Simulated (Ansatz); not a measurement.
Effect of biaxial strain −1.25 %, plane normal [111], relaxed out of plane on MgO

The reference is MgO in the rock salt structure (space group Fm-3m, No. 225; a = 4.214 Å). Axes: x, y, z lie along the cube axes.

Perturbation: biaxial strain −1.25 %, plane normal [111], relaxed out of plane (Cartesian); in-plane vectors clamped, the third vector and the atoms free.

Level of theory: PBEsol (Ansatz, a quantum-chemistry and plane-wave program; PAW; 420 eV plane waves; no spin-orbit coupling). k-mesh 13×13×13 (Γ-centred); smearing 0.05 eV (Fermi–Dirac).

| quantity | base | changed | shift |
|---|---|---|---|
| volume per atom | 9.35 Å³ | 9.16 Å³ | -0.19 Å³ |
| space group | Fm-3m (No. 225) | R-3m (No. 166) | – |
| shortest interatomic distance | 2.107 Å | 2.093 Å | -0.014 Å |
| energy relative to the base (free energy F) | 0 meV/atom | +3.7 meV/atom | +3.7 meV/atom |
| pressure (mean of the normal stresses, compression positive) | 0.01 GPa | 3.42 GPa | +3.418 GPa |
| band gap | 4.62 eV | 4.77 eV | +0.15 eV |
| gap character | direct at Γ | direct at Γ | – |
| electron mass | 0.34 mₑ (at Γ) | 0.35 mₑ (at Γ) | – |
| valence-band top at Γ (three highest levels, from the VBM) | 0.00, 0.00, 0.00 eV | 0.00, 0.00, -0.13 eV | – |
| out-of-plane strain | – | +0.44 % | – |
| ratio −ε⊥/ε∥ | – | 0.35 | – |

Final structure (turned so that z lies along the plane normal):

```xyz
2
Lattice="2.9426 0.0000 0.0000 1.4713 2.5483 0.0000 1.4713 -0.8494 2.4437" Properties=species:S:1:pos:R:3 pbc="T T T"
Mg     0.0000     0.0000     0.0000
O      1.4713     0.8494     1.2218
```

Cost of the whole job for the changed cell (relaxation, final SCF and bands): about 22 core-seconds (a rough figure).

Masses are band curvatures over ±0.01 Å⁻¹ around the edge. No phonon test of stability was made. Labels are those of the standard path for the cell's own space group.
